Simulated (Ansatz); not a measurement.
Partial pair distribution functions of a relaxed model of amorphous Zn₁₂As₁₂Se₃₆, broadened by 0.06 Å; density 4.91 g/cm³. Level of theory: PBE-D3(BJ), scalar-relativistic without spin-orbit coupling, PAW (Ansatz default set, large-core Se) (plane waves to 420 eV; Ansatz, an electronic-structure program).

The cell was made by melting and quenching with the CHGNet potential and then relaxed with DFT. The hot cell started wider than the set density and was brought back towards it in steps. It is the lowest in DFT energy of 3 quenches. It is a model cell: composition and starting density were chosen by hand, and all elements were melted together. The geometry includes D3(BJ) dispersion. Its density started from a set value of 4.51 and ended at 4.91 g/cm³. Cooling (nominally 79 K/ps over its main leg) ran many orders faster than in experiment, which tends to leave more defects and strain. One small periodic cell is one sample of the glass; other quenches scatter about these values. Volume and shape were free in the relaxation.

| r (Å) | g Zn-Se | g As-Se | g Zn-Zn | g As-As |
|---|---|---|---|---|
| 2.15 | 0.00 | 0.00 | 0.00 | 0.00 |
| 2.25 | 0.25 | 0.37 | 0.00 | 0.00 |
| 2.35 | 3.89 | 4.25 | 0.00 | 0.00 |
| 2.45 | 8.77 | 7.37 | 0.00 | 0.00 |
| 2.55 | 5.60 | 3.01 | 0.00 | 0.00 |
| 2.65 | 2.08 | 0.96 | 0.00 | 0.00 |
| 2.75 | 0.70 | 0.49 | 0.00 | 0.08 |
| 2.85 | 0.18 | 0.28 | 0.05 | 1.03 |
| 2.95 | 0.20 | 0.63 | 0.86 | 0.87 |
| 3.05 | 0.03 | 0.68 | 1.50 | 0.05 |
| 3.15 | 0.11 | 0.64 | 2.31 | 0.00 |
| 3.25 | 0.69 | 0.49 | 0.55 | 0.14 |
| 3.35 | 0.54 | 1.07 | 0.06 | 1.05 |
| 3.45 | 0.29 | 1.13 | 0.86 | 1.49 |
| 3.55 | 0.69 | 1.18 | 2.43 | 2.35 |
| 3.65 | 0.90 | 1.08 | 2.01 | 1.63 |
| 3.75 | 0.63 | 0.99 | 2.46 | 0.28 |
| 3.85 | 1.32 | 0.64 | 2.32 | 1.46 |
| 3.95 | 0.97 | 0.42 | 0.84 | 2.42 |
| 4.05 | 0.71 | 0.60 | 0.10 | 1.65 |
| 4.15 | 0.91 | 0.64 | 0.24 | 0.75 |
| 4.25 | 0.65 | 0.85 | 0.93 | 0.12 |
| 4.35 | 0.84 | 0.72 | 2.03 | 0.59 |
| 4.45 | 0.90 | 0.62 | 1.23 | 0.62 |
| 4.55 | 1.03 | 0.96 | 0.81 | 0.67 |
| 4.65 | 1.34 | 1.13 | 1.96 | 0.72 |
| 4.75 | 1.14 | 0.99 | 0.97 | 0.73 |
| 4.85 | 0.79 | 0.96 | 0.62 | 0.78 |
| 4.95 | 0.79 | 1.01 | 0.46 | 0.57 |
| 5.05 | 0.64 | 0.82 | 0.43 | 0.58 |
| 5.15 | 0.73 | 1.01 | 0.18 | 1.05 |
| 5.25 | 0.91 | 1.11 | 0.48 | 1.17 |
| 5.35 | 0.93 | 1.14 | 0.48 | 1.00 |
| 5.45 | 1.33 | 1.84 | 0.35 | 1.37 |
| 5.55 | 1.51 | 1.67 | 0.75 | 1.34 |

Within 3.00 Å each Zn has 4.00 Se neighbours on average.
